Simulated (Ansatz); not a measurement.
# NH3 on the 1x1 (110) surface of bcc Ta, one in a 2x2 cell, started at the site 'top Ta'

These are r2SCAN, at the PBE geometry (plane waves to 500 eV, PAW; Ansatz, a program for electronic structure) values and carry that method's errors.

Model: 20-atom slab, 6.8 Å thick at the start under the adsorbate (thin: gaps and levels are the slab's own), 5x5x1 mesh, Fermi-Dirac 0.1 eV, dipole correction, single point; no symmetry held, on the structure that PBE left; no spin, no spin-orbit, no U, no dispersion correction. At the end it is bonded to Ta. In PBE it is, or lies within 0.03 eV of, the lowest of the starts that converged; the order may differ at this level.

- adsorption energy against NH3(g) at the same level = -0.90 eV
- work function of the top face = 2.58 eV
- change of the work function = -2.30 eV
- change of the step from the bottom to the top vacuum level, against the clean slab = -2.27 eV
- height of the binding atom over the mean of the host atoms within 0.3 Å of the top one = 2.507 Å
- nearest host atoms of the binding atom = Ta at 2.32 Å, Ta at 3.85 Å, Ta at 3.85 Å
- cost = roughly 5 core-minutes

A negative adsorption energy means that the adsorbate is more stable on the surface than in its reference.
